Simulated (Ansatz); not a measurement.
Ga2O3: stress against strain

Ga2O3 (corundum, R-3c, 10.060 Å³/atom at rest, c along z) under a strain ε along c (axis z), the other axes held. PBE in Ansatz, a plane-wave DFT program (PAW, default set), 420 eV, 8×8×8 Γ-centred mesh, Fermi-Dirac smearing 0.05 eV; ions are relaxed within the symmetry of each cell. Stress is positive for a compressed cell.

Here s stands for strain and y for stress zz.

```
strain (%)  stress zz (GPa)
----------  ---------------
-3.00                     ?
-1.50                  4.97
-0.75                  2.46
0.00                   0.01
0.75                  -2.39
1.50                  -4.73
```

Fit y against s with a straight line, and predict the withheld value at s = -3.00.

Means: s 0, y 0.064. About the means, the sum of products is -18.188 and the sum of squares of s is 5.6250; the slope is their ratio. Least squares gives y = 0.064 - 3.2333·s. Residuals (row less fit): 0.056, -0.029, -0.054, -0.029, 0.056; standard error 0.060 (degrees of freedom: 3). The slope gives the elastic constant C33 = 323 ± 3 GPa. At the withheld row, y = 0.064 - 3.2333 × (-3.00) = 9.764 GPa. The calculation gives 10.16 GPa, 0.396 GPa above the prediction (2.7 % of the range of y in the table). The row lies outside the fitted rows, so this is an extrapolation. From the scatter of the fitted rows alone, a prediction at this place has a standard error of 0.101 GPa, so the miss is 3.9 times that.

One order more, fitted to all 9 runs of the series, follows each within 0.01, so the miss is the next term of a smooth law. Ga2O3 is here the metastable α form; monoclinic β is stable. Rows are the converged runs of the series near zero and its far end; series whose fitted rows scatter by over a few per cent of the range, as at a crossing or softening among them, aren't shown in this form. Most that stay on the fit to the last digits aren't either.
